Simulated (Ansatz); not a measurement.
```cif
data_AlCo
_chemical_formula_sum 'Al1 Co1'
_space_group_name_H-M_alt 'Pm-3m'
_space_group_IT_number 221
_space_group_name_Hall '-P 4 2 3'
_cell_length_a 2.82257
_cell_length_b 2.82257
_cell_length_c 2.82257
_cell_angle_alpha 90.000
_cell_angle_beta 90.000
_cell_angle_gamma 90.000
loop_
_atom_site_label
_atom_site_type_symbol
_atom_site_symmetry_multiplicity
_atom_site_Wyckoff_symbol
_atom_site_fract_x
_atom_site_fract_y
_atom_site_fract_z
_atom_site_occupancy
Al1 Al 1 a 0.00000 0.00000 0.00000 1
Co1 Co 1 b 0.50000 0.50000 0.50000 1
```

The cell was generated from a structure type, relaxed within its symmetry, and need not be the phase found at ambient conditions.

### Question
What linear thermal expansion coefficient does quasi-harmonic lattice dynamics on Ansatz (an electronic-structure program), PBEsol functional, plane-wave PAW give at 700 K, and what isobaric heat capacity per mole of formula units and Grüneisen parameter?

### Answer
α = 11.8 × 10⁻⁶ K⁻¹; C_P = 52.2 J/(mol K); γ = 1.71. No phase change or melting is allowed for: the numbers belong to this structure as given.
